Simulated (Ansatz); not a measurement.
Given:

End structure of a constructed model of the (110) surface of bcc Mo, a cell of two sites (a+b, b-a) layer of Br, one a cell, on the site that continues the host's stacking (bottom of the slab: a bare face, its two planes held):

```yaml
crystal:
  lattice:
    - [1.82490, 2.58080, 0.00000]
    - [-3.64980, 2.58080, 0.00000]
    - [0.00000, 0.00000, 30.00000]
  atoms:
    - { symbol: Mo, position: [0.50000, 0.00000, 0.27402] }
    - { symbol: Mo, position: [0.00000, 0.50000, 0.27402] }
    - { symbol: Mo, position: [0.00000, 0.00000, 0.34852] }
    - { symbol: Mo, position: [0.50000, 0.50000, 0.34852] }
    - { symbol: Mo, position: [0.50000, 0.00000, 0.42277] }
    - { symbol: Mo, position: [0.00000, 0.50000, 0.42333] }
    - { symbol: Mo, position: [0.00000, 0.00000, 0.49827] }
    - { symbol: Mo, position: [0.50000, 0.50000, 0.49689] }
    - { symbol: Mo, position: [0.50000, 0.00000, 0.57081] }
    - { symbol: Mo, position: [0.00000, 0.50000, 0.57411] }
    - { symbol: Mo, position: [0.00000, 0.00000, 0.64359] }
    - { symbol: Mo, position: [0.50000, 0.50000, 0.64550] }
    - { symbol: Br, position: [0.50000, 0.00000, 0.71516] }
```

Set-up: 13 atoms, 13.6 Å thick at the start with caps and adatoms (thin: gaps and levels are the slab's own); mesh 12x9x1; 0.1 eV smearing; dipole correction on; 4 atoms held, the rest relaxed; symmetry of the start imposed; no spin, no spin-orbit, no U. It is one candidate, not shown to be the stable structure of the face.

Q: Estimate the work function of the top face that PBE (Ansatz, a quantum-chemistry and plane-wave program) returns for this input.

A: 4.01 eV
